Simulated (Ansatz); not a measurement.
Results of PBE (PAW; Ansatz, an electronic-structure program) for NiAs-type NiSb.

Numerical settings: plane-wave cutoff 520 eV, 18×18×12 k mesh (along the axes of the cell as run), Fermi–Dirac smearing 0.067 eV (set by the program), no spin polarisation, scalar-relativistic PAW data made under PBE.

Computed at the level's own relaxed cell.

Hill averages of the elastic tensor: K = 111.7 GPa, G = 49.8 GPa. Volume 17.647 Å³/atom, mean atomic mass 90.227 u.

### Question
Work out the density, the sound velocities of a polycrystal and the elastic Debye temperature, and Pugh's ratio at this level.

### Answer
ρ = 1.66054 × 90.227/17.647 = 8.490 g/cm³. v_l = √[(K + 4G/3)/ρ] = 4.580 km/s and v_t = √(G/ρ) = 2.422 km/s. The mean follows from 3/v_m³ = 1/v_l³ + 2/v_t³: v_m = 2.707 km/s. Θ_D = (ħ/k_B) v_m (6π²/V)^(1/3) = 76.38 K Å s/km × 2.707 × 1.4971 Å⁻¹ = 310 K, counting all atoms of the cell. K/G = 2.24, to be set beside Pugh's rough bound of 1.75 between brittle and ductile metals.
